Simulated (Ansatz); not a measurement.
System: SiC₃ (model structure, P-4m2, No. 115, 4 atoms in the cell). Method: HSE06 (Ansatz, an electronic-structure program, plane waves, PAW).

Run with plane-wave cutoff 460 eV, 10×10×6 k mesh (along the axes of the cell as run), Fermi–Dirac smearing 0.01 eV, scalar-relativistic PAW data made under PBE.

Cell (relaxed with PBEsol):

```xyz
4
Lattice="2.7830 0.0000 0.0000 0.0000 2.7830 0.0000 0.0000 0.0000 4.0969" Properties=species:S:1:pos:R:3 pbc="T T T"
C      0.0000     0.0000     0.0000
C      0.0000     1.3915     3.2341
Si     1.3915     1.3915     2.0485
C      1.3915     0.0000     0.8628
```

**Question.** Give the computed band gap and smallest direct gap on the k points sampled.

**Answer.** 
- band gap = 2.23 eV (indirect)
- smallest direct gap on the k points sampled = 2.79 eV

Note: the relaxation could raise the start's symmetry but not lower it, so the cell can be a saddle point; cell and atoms aren't relaxed at this level (largest force component 0.19 eV/Å, pressure -1.7 GPa).

The computed numbers hold no vibrational or temperature effects.

A model structure was made by putting elements into a prototype or built by hand; it is no filed structure, need not be a known phase, and can be a saddle point held by its symmetry.
